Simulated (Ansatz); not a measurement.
# Bulk modulus B0 of CaB6-type YB₆ at several levels of theory

No measured value is used here.

```json
[
 {"level (code)": "LDA (Ansatz)", "value (GPa)": "186", "cell (Å³/atom)": "9.43"},
 {"level (code)": "PBEsol (Ansatz)", "value (GPa)": "…", "cell (Å³/atom)": "9.67"},
 {"level (code)": "r²SCAN (Ansatz)", "value (GPa)": "179", "cell (Å³/atom)": "9.77"}
]
```

Task: Some entries are withheld; supply them.

Result: 
- PBEsol (Ansatz, a first-principles code), value (GPa): 177

LDA, PBEsol, r²SCAN: the relaxation could not lower the start's symmetry, so the cell can be a saddle point above a distorted one. Each level is taken at its own relaxed cell. Cutoffs differ between the levels. Ansatz's density-functional and Hartree–Fock values are scalar-relativistic unless marked +SOC, with PAW data made under PBE.
